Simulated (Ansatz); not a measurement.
# Ta2O5 (Pmmn, No. 59, 14 atoms in the cell; start mp-1539317)

These are PBEsol in Ansatz (plane waves, PAW) values and carry that method's errors.

Settings: plane-wave cutoff 520 eV, 10×4×10 k mesh (along the axes of the cell as run), Fermi–Dirac smearing 0.01 eV, scalar-relativistic PAW data made under PBE.

Cell (relaxed at this level):

```cif
data_O10Ta4
_chemical_formula_sum 'Ta4 O10'
_space_group_name_H-M_alt 'Pmmn :1'
_space_group_IT_number 59
_space_group_name_Hall 'P 2 2ab -1ab'
_cell_length_a 3.83815
_cell_length_b 12.99305
_cell_length_c 3.86936
_cell_angle_alpha 90.000
_cell_angle_beta 90.000
_cell_angle_gamma 90.000
loop_
_space_group_symop_operation_xyz
  'x, y, z'
  '-x, -y, z'
  'x+1/2, -y+1/2, -z'
  '-x+1/2, y+1/2, -z'
  '-x+1/2, -y+1/2, -z'
  'x+1/2, y+1/2, -z'
  '-x, y, z'
  'x, -y, z'
loop_
_atom_site_label
_atom_site_type_symbol
_atom_site_symmetry_multiplicity
_atom_site_Wyckoff_symbol
_atom_site_fract_x
_atom_site_fract_y
_atom_site_fract_z
_atom_site_occupancy
Ta1 Ta 4 e 0.00000 0.14618 0.02192 1
O1 O 4 e 0.50000 0.18521 0.00201 1
O2 O 4 e 0.00000 0.14932 0.50752 1
O3 O 2 a 0.00000 0.00000 0.00469 1
```

```json
{
  "band_gap": "2.28 eV",
  "smallest_direct_gap_on_the_k_points_sampled": "2.86 eV"
}
```

Spin–orbit coupling is not included.

Static lattice: no zero-point or thermal effects.

Cost on a shared machine: about 120 core-seconds (a rough figure).

A start named mp-… is a Materials Project structure, which need not be a measured phase.

Ansatz is an electronic-structure program.
